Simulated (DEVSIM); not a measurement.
System: abrupt Si p-n junction, at 300 K.

```csv
layer (left to right),material,thickness (μm),Nd (cm⁻³),Na (cm⁻³),τn (s),τp (s)
1,Si,0.250,-,8.2e17,0.00069,0.00069
2,Si,0.480,8.3e15,-,0.00069,0.00069
```

Left contact: ohmic. Right contact: ohmic. Voltage is applied to the left contact. Recombination: SRH at mid-gap. Mobility is constant in doping.

The device is made up for the run: typed textbook-type constants, with dimensions and the other settings drawn at random. Values at 300 K.

| parameter | Si |
|---|---|
| gap (eV) | 1.124 |
| affinity (eV) | 4.05 |
| permittivity | 11.7 |
| Nc (cm⁻³) | 2.86e19 |
| Nv (cm⁻³) | 3.1e19 |
| μn (cm²/Vs) | 1417 |
| μp (cm²/Vs) | 470 |

Model (solved in DEVSIM): 1D drift-diffusion, Boltzmann statistics, complete ionisation; no tunnelling, impact ionisation, image-force lowering or self-heating.

The thickness of layer 2 was swept, all else fixed.

| thickness of layer 2 (μm) | dark forward voltage at 1 A/cm² (V) | dark forward voltage at 100 A/cm² (V) | largest field in the device at zero bias (V/cm) |
|---|---|---|---|
| 0.096 | 0.447 | 0.583 | 90000 |
| 0.17 | 0.474 | 0.616 | 69000 |
| 0.29 | … | … | 62000 |
| 0.48 | 0.538 | 0.666 | 61000 |
| 0.82 | 0.556 | 0.684 | 61000 |
| 1.4 | 0.571 | 0.698 | 61000 |
| 2.4 | 0.584 | 0.713 | 61000 |

### Question
Some entries are withheld; supply them.

### Answer

- 0.29, dark forward voltage at 1 A/cm² (V): 0.511
- 0.29, dark forward voltage at 100 A/cm² (V): 0.646
